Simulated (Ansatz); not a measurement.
# SiO2 under a change: uniaxial strain ε_zz = +0.75 %

Base system: SiO2 (space group P3_221, No. 154; a = 4.9490 Å, c = 5.4415 Å). Axes: x lies along a and z along c of the hexagonal cell.

Now apply this change: uniaxial strain ε_zz = +0.75 %, all other strain components held at zero, atoms relaxed at fixed cell.

Method: Ansatz (a quantum-chemistry and plane-wave program) PBEsol, no spin-orbit coupling. Settings: 8×8×6 k-points, 0.05 eV Fermi–Dirac smearing.

The volume per atom goes up by 0.10 Å³ (12.82 Å³ → 12.92 Å³) and the shortest interatomic distance hardly moves (1.619 Å against 1.620 Å). The energy is nearly the same and the pressure (mean of the normal stresses, compression positive) shrinks by 0.26 GPa to -0.25 GPa. The band gap falls by 0.02 eV to 5.70 eV and the gap character is still indirect, K → Γ. The smallest direct gap shrinks by 0.01 eV, from 6.03 eV to 6.02 eV and the electron mass remains 0.50 mₑ (at Γ). The largest internal atomic displacement is 0.017 Å and the stress (xx, yy, zz, yz, xz, xy; compression positive) amounts to (-0.04, -0.04, -0.68, 0.00, 0.00, 0.00) GPa.

Effective masses come from finite differences of ±0.01 Å⁻¹. Whether these cells are dynamically stable was not tested.
